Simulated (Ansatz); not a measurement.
Consider Bi (space group R-3m, No. 166; a = 4.473 Å, c = 11.266 Å (hexagonal axes); relaxed with 0.1 eV smearing).

All numbers come from PBEsol-D3(BJ) in Ansatz (plane waves to 420 eV, PAW, scalar-relativistic without spin-orbit coupling), earlier PAW set.

For the base:

| Quantity | Value |
|---|---|
| Pressure | 0.0 GPa |

It is then changed as follows: an isotropic linear strain of +4.80 %; the atoms relax in the strained cell.

### Question
How does this affect the energy relative to the base and pressure?

### Answer
The energy rises by 84 meV/atom; the pressure (mean of the normal stresses, compression positive) goes from zero to -4.8 GPa.

No phonon test of stability was made.

Ansatz is an electronic-structure program.
